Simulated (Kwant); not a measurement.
System: wire with one Gaussian impurity in a Ge (holes) two-dimensional gas. Effective mass 0.06 mₑ, grid spacing 15 nm, hard walls, nominal width 300 nm (19 grid rows, so walls 300 nm apart), one parabolic valley, scattering region 900 nm long along x; energies count from the band bottom; Fermi energy swept from 5.5708e-05 to 0.0011838 eV. Impurity U exp(−r²/2σ²), U = -0.00054 eV, σ = 17 nm, 60 nm off the axis.

Constants are typed, rounded textbook-type inputs, not results; the design itself was drawn at random and stands for no fabricated device.

Kwant, effective-mass tight-binding model on a square grid, one spin, coherent transport at 0 K. Conductance is in e²/h.

**Question.** How many channels do the leads carry at E = 0.340, 0.956 meV?

**Answer.** The hard-wall thresholds are n² ħ²π²/(2mW²) = n² × 0.0696 meV with W = 300 nm. √(0.340/0.0696) = 2.21, so 2. √(0.956/0.0696) = 3.71, so 3.
